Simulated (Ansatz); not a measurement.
The reference is Rh in the fcc (Cu type) structure (space group Fm-3m, No. 225; a = 3.802 Å; relaxed with 0.1 eV smearing). Axes: x, y, z lie along the cube axes.

Structures relaxed with r2SCAN in Ansatz (plane waves to 500 eV, PAW, spin-orbit coupling left out).

Base:

Simulated powder pattern, Cu Kα1, λ = 1.54056 Å (kinematic, ideal powder, no thermal factors, no anomalous dispersion; the 14 strongest lines at most, above 2 %, up to 2θ = 90°):

```
2θ (°)  I/Imax (%)    hkl
------  ----------  -----
41.09          100  (111)
47.81           48  (200)
69.93           29  (220)
84.45           35  (311)
89.16           11  (222)
```

Perturbation: the cell is compressed by 3.00 % along z with no lateral relaxation; the atoms relax in the strained cell.

After the change:

Simulated powder pattern, Cu Kα1, λ = 1.54056 Å (kinematic, ideal powder, no thermal factors, no anomalous dispersion; the 14 strongest lines at most, above 2 %, up to 2θ = 90°):

| 2θ (°) | I/Imax (%) | hkl |
|---|---|---|
| 41.54 | 100 | (111) |
| 47.81 | 33 | (200) |
| 49.39 | 15 | (002) |
| 69.93 | 10.0 | (220) |
| 71.19 | 19 | (202) |
| 84.74 | 24 | (311) |
| 87.11 | 11 | (113) |

The indices refer to the base's conventional cell; one index is shown for lines that coincide. The space group is now I4/mmm (No. 139).

Whether these cells are dynamically stable was not tested. All final runs are without spin polarisation.

Ansatz is a quantum-chemistry and plane-wave program.
